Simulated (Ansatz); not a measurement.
The reference is BaS in the rock salt structure (space group Fm-3m, No. 225; a = 6.331 Å).

The values are results of Ansatz (an electronic-structure program) PBEsol, no spin-orbit coupling, not measurements.

Strains are applied to the cell and any free atomic positions relax.

One change was made to it. Results:

```json
[
 {"quantity": "mean gap deformation potential ΔEg/Δln V", "base": "–", "after": "+1.9 eV"},
 {"quantity": "energy relative to the base (free energy F)", "base": "0 meV/atom", "after": "+9.9 meV/atom"},
 {"quantity": "gap character", "base": "indirect, Γ → X", "after": "indirect, Γ → X"},
 {"quantity": "electron mass", "base": "1.3 mₑ along k, 0.32 mₑ across (at X)", "after": "1.3 mₑ along k, 0.31 mₑ across (at X)"},
 {"quantity": "width of the top valence band", "base": "1.08 eV", "after": "1.16 eV"}
]
```

Which change produced these results?
(A) isotropic strain −1.50 %
(B) isotropic strain −2.00 %
(C) isotropic strain −3.00 %

A, isotropic strain −1.50 %. For comparison, the energy relative to the base in the other runs: isotropic strain −3.00 % gives +42 meV/atom; isotropic strain −2.00 % gives +18 meV/atom.

Effective masses come from finite differences of ±0.01 Å⁻¹. Along k means along the line from Γ to the band edge. Stability against distortions was not tested.
